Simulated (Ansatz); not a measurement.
For AlN in the zinc blende structure at 275 K, the quasi-harmonic free energy with PBEsol density-functional theory in Ansatz (plane waves, PAW) gives a volume expansion coefficient α_V = 8.83 × 10⁻⁶ K⁻¹, an isothermal bulk modulus B_T = 195.1 GPa, a molar volume V_m = 12.745 cm³/mol and C_V = 28.66 J/(mol K). The cell is a database entry relaxed within its symmetry; it need not be the phase found at ambient conditions. Dynamical quadrupoles are not included in the interpolation of the phonons between the solved wave vectors.

Problem. Work out the Grüneisen parameter, C_P and the adiabatic bulk modulus.

Solution. γ = α_V B_T V_m / C_V = 0.77. C_P − C_V = α_V² B_T V_m T = 0.05 J/(mol K), so C_P = 28.71 J/(mol K). B_S = B_T C_P/C_V = B_T (1 + α_V γ T) = 195.4 GPa.

The PAW data sets were generated under PBE and serve the other functionals too.

Ansatz is a program for electronic structure.
